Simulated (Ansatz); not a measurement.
The starting structures come from a database of crystals and need not be the phases stable at ambient conditions.

 Where the default PAW files enter, the runs use the earlier of Ansatz's two default sets.

The decay constant κ of evanescent states in the gap governs leakage through a thin film.

Given:

```yaml
crystal:
  lattice:
    - [4.04867, 0.00000, 0.00000]
    - [0.00000, 4.04867, 0.00000]
    - [0.00000, 0.00000, 6.96278]
  atoms:
    - { symbol: La, position: [0.00000, 0.50000, 0.76997] }
    - { symbol: La, position: [0.50000, 0.00000, 0.23003] }
    - { symbol: S, position: [0.50000, 0.00000, 0.65128] }
    - { symbol: S, position: [0.00000, 0.50000, 0.34872] }
    - { symbol: F, position: [0.50000, 0.50000, 0.00000] }
    - { symbol: F, position: [0.00000, 0.00000, 0.00000] }
```

Space group of this cell: P4/nmm. The cell is taken as given.

Transport runs along the normal of the first two printed cell vectors, the (001) plane of the conventional cell.

The gap is the functional's own, uncorrected, and κ follows it; spin-orbit coupling is left out. Mid-gap values are interpolated between the computed energies.

Task: Predict the band gap and the smallest decay constant κ at mid-gap from r2SCAN (Ansatz, a quantum-chemistry and plane-wave program).

Result: Gap 1.86 eV on a 8×8×6 mesh; κ = 0.278 1/Å, at the zone centre.
